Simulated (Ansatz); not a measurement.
Ansatz (a program for electronic structure) run on Hf3Co (Pm-3m, 4 atoms in the cell): self-consistent single point.

Level of theory: LDA (PW92), PAW files made with PBE (plane waves; Ansatz).

The change in words: lattice scaled by 0.98. Reference geometry:
```yaml
crystal:
  lattice:
    - [4.24227, 0.00000, 0.00000]
    - [0.00000, 4.24227, 0.00000]
    - [0.00000, 0.00000, 4.24227]
  atoms:
    - { symbol: Hf, position: [0.00000, 0.50000, 0.50000] }
    - { symbol: Hf, position: [0.50000, 0.00000, 0.50000] }
    - { symbol: Hf, position: [0.50000, 0.50000, 0.00000] }
    - { symbol: Co, position: [0.00000, 0.00000, 0.00000], spin: 3.0 }
```
(The spins are starting values, not results.)

Reference input (self-consistent single point, DFT, LDA (PW92), plane waves, PAW files made with PBE): basis.ecutwfc = 30.9 Ry; kpoints.mp_grid.grid = 6 6 6; hamiltonian.xc = lda; hamiltonian.pseudopotentials = {kind: paw} (the program's default PAW files); magnetization.spin_polarized = true; scf.occupations.method = gaussian; scf.occupations.width = 0.0073 Ry. This run's input differs from it in these lines:

```diff
@@ -2,5 +2,5 @@
   lattice:
-    - [4.242270, 0.000000, 0.000000]
-    - [0.000000, 4.242270, 0.000000]
-    - [0.000000, 0.000000, 4.242270]
+    - [4.157425, 0.000000, 0.000000]
+    - [0.000000, 4.157425, 0.000000]
+    - [0.000000, 0.000000, 4.157425]
   atoms:
```

Log, with long lists cut:

```
SCF iter   1: F=—  HF=-51497.381713 eV  |F-HF|=—  |Δ(HF+E_count)|=         —  Δρ=1.35e-1 (↑1.35e-1 ↓2.63e-2)  dr2=1.77e1  dr2_m=2.15e0  M=1.747 μB ∫|m|=2.059 μB  β_m=0.30  ethr=3.10e-3  ⟨swp⟩=6.2  Hψ=7909  notcnv=0
Mixer restart at iter 1: flushing history
all-band conjugate gradients solve this SCF's bands
preconditioner: auto → Kerker (q_TF=auto, 2.858 Å⁻¹)
spin=Collinear: Kerker preconditioning applied to the charge; magnetization (m = ρ↑ − ρ↓) channel mixes plain (no charge-response kernel on spin).
   [... lines left out ...]
SCF iter  16: F=—  HF=-51494.830777 eV  |F-HF|=—  |Δ(HF+E_count)|=   6.53e-9  Δρ=9.33e-7 (↑3.38e-7 ↓9.33e-7)  dr2=9.98e-10  dr2_m=7.93e-11  M=-0.000 μB ∫|m|=0.000 μB  β_m=0.96  ethr=1.86e-12  ⟨swp⟩=5.3  Hψ=6155  notcnv=0  defer=152
SCF iter  17: F=-51494.830777 eV  HF=-51494.830777 eV  |F-HF|=3.35e-10  |Δ(HF+E_count)|=  4.37e-11  Δρ=3.88e-7 (↑3.18e-7 ↓3.88e-7)  dr2=3.51e-10  dr2_m=2.24e-12  M=-0.000 μB ∫|m|=0.000 μB  ethr=1.05e-12  ⟨swp⟩=14.5  Hψ=12232  notcnv=0
SCF 1 converged in 17 iterations: F = -51494.830777 eV  dr2 = 3.51e-10
Crystal: 4 atoms, lattice volume = 71.858 Å³
Starting moments: Σ|m| = 9 μB on 4 of 4 sites
SCF iter   1: F=—  HF=-51496.611370 eV  |F-HF|=—  |Δ(HF+E_count)|=         —  Δρ=2.36e-1 (↑2.04e-1 ↓2.36e-1)  dr2=7.33e1  dr2_m=1.63e1  M=4.044 μB ∫|m|=4.046 μB  β_m=0.30  ethr=3.10e-3  ⟨swp⟩=5.8  Hψ=7866  notcnv=0
preconditioner: auto → Kerker (q_TF=auto, 2.858 Å⁻¹)
spin=Collinear: Kerker preconditioning applied to the charge; magnetization (m = ρ↑ − ρ↓) channel mixes plain (no charge-response kernel on spin).
   [... lines left out ...]
spin-set hold released at iteration 7 (site moments contracting)
iter 20 did not close the SCF: its close was put off for a magnetic moment that had not settled (scf_convergence_deferred on its scf_iter line)
WARN: the starting moments were not kept: the SCF closed with an absolute magnetisation of 1.4e-5 μB, where they sum to 3 μB in size (1 site) …
Absolute magnetization: 0.0000 μB (∫|ρ↑−ρ↓|, with the PAW one-centre terms)
Free energy (F): -51494.830777 eV
Fermi energy:    19.201163 eV
   [... lines left out ...]
  atom   1  Hf     0.00000000    -0.00000000    -0.00000000
   [... zero for the other atoms too ...]
--- Stress (GPa, compression-positive) ---
       -3.065688       0.000000       0.000000
        0.000000      -3.065688       0.000000
        0.000000       0.000000      -3.065688
  P = ⅓ Tr σ = -3.0657 GPa (-30.657 kbar)
  The stress holds the Pulay correction. Without it, at fixed plane waves, as pw.x and ABINIT print it: P = -3.1174 GPa
```

The run converged, with 39 iterations in all over 2 SCF loops. Against the reference run the free energy goes down by 47.0 meV/atom and the pressure goes from -10.01 to -3.07 GPa. The full log also holds: “iter 20 did not close the SCF: its close was put off for a magnetic moment that had not settled (scf_convergence_deferred on its scf_iter line)”.

The starting cell comes from a database of computed structures (which also holds hypothetical and non-ambient phases and stackings), without a prior relaxation at this level. For this run, on top of that: lattice scaled by 0.98. The starting moments vanished: the run ended non-magnetic, which need not be the lowest state. The program warned that a starting moment was not kept. With a pressure of about -3 GPa the cell is away from its equilibrium volume at this level. Ansatz's pressure includes its estimate of the finite-basis (Pulay) stress.

Cost on one core of a shared machine: roughly 30 s.

Keys are those of Ansatz 0.2.
